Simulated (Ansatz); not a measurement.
# BeS in the zinc blende structure (space group F-43m, No. 216)

```cif
data_BeS
_chemical_formula_sum 'Be1 S1'
_space_group_name_H-M_alt 'P 1'
_space_group_IT_number 1
_cell_length_a 3.39153
_cell_length_b 3.39153
_cell_length_c 3.39153
_cell_angle_alpha 60.000
_cell_angle_beta 60.000
_cell_angle_gamma 60.000
loop_
_space_group_symop_operation_xyz
  'x, y, z'
loop_
_atom_site_label
_atom_site_type_symbol
_atom_site_fract_x
_atom_site_fract_y
_atom_site_fract_z
_atom_site_occupancy
Be1 Be 0.00000 0.00000 0.00000 1
S1 S 0.25000 0.25000 0.25000 1
```

All numbers come from Ansatz (a quantum-chemistry and plane-wave program) LDA, spin-orbit coupling left out. Γ-centred 12×12×12 mesh, Fermi–Dirac width 0.05 eV.

* **Volume per atom**: 13.79 Å³
* **Density**: 2.47 g/cm³
* **Band gap**: 2.82 eV, indirect, Γ → X
* **Electron mass**: 0.80 mₑ along k, 0.28 mₑ across
* **Hole mass (degenerate bands, along [100])**: 0.34, 0.53, 0.53 mₑ
* **Lowest conduction-band minima above the VBM**: X along ⟨100⟩ 2.82 eV
* **Total energy**: -480.010 eV/atom (σ→0; compares only within this code and set-up)

Effective masses come from finite differences of ±0.01 Å⁻¹. Along k means along the line from Γ to the band edge. Stability against distortions was not tested.
